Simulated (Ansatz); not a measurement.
**Thickness series in hypothetical CdI2 type OsO2**

Start from OsO₂ in the CdI2 type structure (space group P-3m1, No. 164; a = 2.765 Å, c = 5.109 Å; a hypothetical phase, not in the database extracts checked; layered, stacked along the Cartesian z axis).

Free-standing slabs (3 atom(s) a layer) normal to the stacking axis with 15 Å of vacuum; in-plane cell relaxed.

The values are results of Kohn–Sham DFT with the PBE-D3(BJ) functional, run in Ansatz (a first-principles code) with PAW and 420 eV plane waves, without spin-orbit coupling, not measurements.

| change | thickness between the outermost nuclei | in-plane lattice parameter a | shortest interatomic distance |
|---|---|---|---|
| base | – | 2.765 Å | 2.055 Å |
| 1 layer | 2.61 Å | 2.758 Å | 2.057 Å |
| 2 layers | 7.75 Å | 2.761 Å | 2.055 Å |
| 3 layers | 12.86 Å | 2.762 Å | 2.055 Å |
| 4 layers | 17.96 Å | 2.763 Å | 2.054 Å |

Stability against distortions was not tested. No Hubbard U is applied, and correlation can decide whether such a compound is a metal. The final runs are not spin-polarised.
